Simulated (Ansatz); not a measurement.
A user runs Ansatz (a program for electronic structure) on Cr2HgTe4 (I-4, 7 atoms in the cell) and asks whether the run is sound. The aim is a self-consistent single point with DFT, PBE, plane waves, default PAW files.

Cell that was meant: a = 7.5218 Å, b = 7.5218 Å, c = 7.5218 Å, α = 129.24°, β = 129.24°, γ = 74.62°.

Part of the input:

Ansatz 0.2 input:
```yaml
    - [3.223699, -3.223699, 5.982721]
    - [3.223699, 3.223699, -5.982721]
  atoms:
    - { symbol: Cr, position: [0.500000, 0.500000, 0.000000] }
    - { symbol: Cr, position: [0.250000, 0.750000, 0.500000] }
    - { symbol: Hg, position: [0.000000, 0.000000, 0.000000] }
    - { symbol: Te, position: [0.390000, 0.880000, 0.010000] }
    - { symbol: Te, position: [0.870000, 0.380000, 0.990000] }
[...]
  xc: pbe
  pseudopotentials:
    kind: paw
scf:
  occupations:
    method: cold
    width: 0.272 eV
```

Output, abridged:

```
WARN basis.ecutwfc = 420 eV, the default
WARN ansatz: RAYON_NUM_THREADS=1 ignored (pool sized by the plan → 1); use --threads N
   [... lines left out ...]
Symmetry: 4 space group operations
Space group: I-4 (ITA 82), of the structure as read, at distance tolerance 6.3e-5 Å
k-points: 6 of 27 (time reversal used)
Initial density: superposition of atomic densities (neutral atoms: chi_scale 0, normalization atom), corrected by the library's trained network
Initial wavefunctions: pseudopotential atomic-orbital guess
Eigensolver: davidson
Functional: x = pbe(κ = 0.804, μ = 0.2195149727645171), c = pbe(β = 0.06672455060314922)
SCF iter   1: F=—  HF=-48485.230684 eV  |F-HF|=—  |Δ(HF+E_count)|=         —  Δρ=8.44e-3  dr2=1.56e-1  ethr=1.77e-3  ⟨swp⟩=6.2  Hψ=1471  notcnv=0
all-band conjugate gradients solve this SCF's bands
preconditioner: auto → LDOS
SCF iter   2: F=—  HF=-48485.277468 eV  |F-HF|=—  |Δ(HF+E_count)|=   4.68e-2  S|Δr|=    0.00e0  Δρ=1.30e-2  dr2=1.77e-1  ethr=1.39e-4  ⟨swp⟩=2.0  Hψ=769  notcnv=0
   [... lines left out ...]
SCF iter   8: F=—  HF=-48485.234348 eV  |F-HF|=—  |Δ(HF+E_count)|=   3.28e-6  S|Δr|=    0.00e0  Δρ=3.24e-5  dr2=3.75e-6  ethr=9.74e-9  ⟨swp⟩=2.0  Hψ=511  notcnv=0
SCF iter   9: F=—  HF=-48485.234348 eV  |F-HF|=—  |Δ(HF+E_count)|=   1.48e-7  S|Δr|=    0.00e0  Δρ=1.29e-5  dr2=5.47e-7  ethr=3.35e-9  ⟨swp⟩=2.0  Hψ=431  notcnv=0
SCF iter  10: F=-48485.234348 eV  HF=-48485.234348 eV  |F-HF|=3.74e-8  |Δ(HF+E_count)|=   1.18e-8  S|Δr|=    0.00e0  Δρ=3.88e-6  dr2=5.14e-8  ethr=8.93e-11  ⟨swp⟩=9.5  Hψ=1692  notcnv=0
SCF 1 converged in 10 iterations: F = -48485.234348 eV  dr2 = 5.14e-8
Stability not checked (fill_not_monotonic)
Free energy (F): -48485.234348 eV
Internal energy: -48485.070973 eV  (E = F + TS)
E sigma→0 (E₀):  -48485.179890 eV
Entropy (-TS):   -0.163375 eV (-23.339 meV/atom)
Fermi energy:    6.688494 eV
--- Forces (eV/Å), atoms counted from 1 ---
  atom   1  Cr     0.00000000    -0.00000000     0.00000000
  atom   2  Cr     0.00000000    -0.00000000     0.00000000
  atom   3  Hg     0.00000000    -0.00000000     0.00000000
   [... lines left out ...]
  atom   7  Te    -0.24593138    -1.58257519    -0.35277471
--- Stress (GPa, compression-positive) ---
       -5.004035      -0.000000       0.000000
        0.000000      -5.004035      -0.000000
        0.000000      -0.000000      -3.988610
  P = ⅓ Tr σ = -4.6656 GPa (-46.656 kbar)
  The stress holds the Pulay correction. Without it, at fixed plane waves, as pw.x and ABINIT print it: P = -4.6893 GPa
```

Can these results be used? Check the input.

The run is not sound. The fault is no spin polarisation for a cell with magnetic atoms. A run without spin cannot form moments, so any exchange energy of the magnetic state is missed. To fix it, switch spin polarisation on and give starting moments. The run converged in 10 iterations without an error; against the sound input the free energy rises by 399 meV/atom, the pressure goes from -1.89 to -4.67 GPa, the largest force goes from 0.930 to 1.640 eV/Å and the net moment of 0.86 μB/atom is absent without spin.

The sound input it was made from differs as follows (other fixes are possible):
```diff
-    - { symbol: Cr, position: [0.500000, 0.500000, 0.000000] }
-    - { symbol: Cr, position: [0.250000, 0.750000, 0.500000] }
+    - { symbol: Cr, position: [0.500000, 0.500000, 0.000000], spin: 3.0 }
+    - { symbol: Cr, position: [0.250000, 0.750000, 0.500000], spin: 3.0 }
+magnetization:
+  spin_polarized: true
```

With that input, the run converged in 26 iterations: free energy E − TS (on the zero of these files) -48488.0250 eV; Fermi level (on the code's own zero) 6.40 eV; pressure -1.89 GPa; largest force (vector length) 0.930 eV/Å; size of the cell's spin moment 5.99 μB (DFT, PBE, plane waves, default PAW files).

On the sound input: the starting cell was generated: these elements placed on a structure prototype, without a prior relaxation; it need not be a known phase or ordering of this composition. Spin-orbit coupling is off. The magnetic order is the one reached from the typed start; others were not searched systematically. Ansatz's pressure includes its estimate of the finite-basis (Pulay) stress.
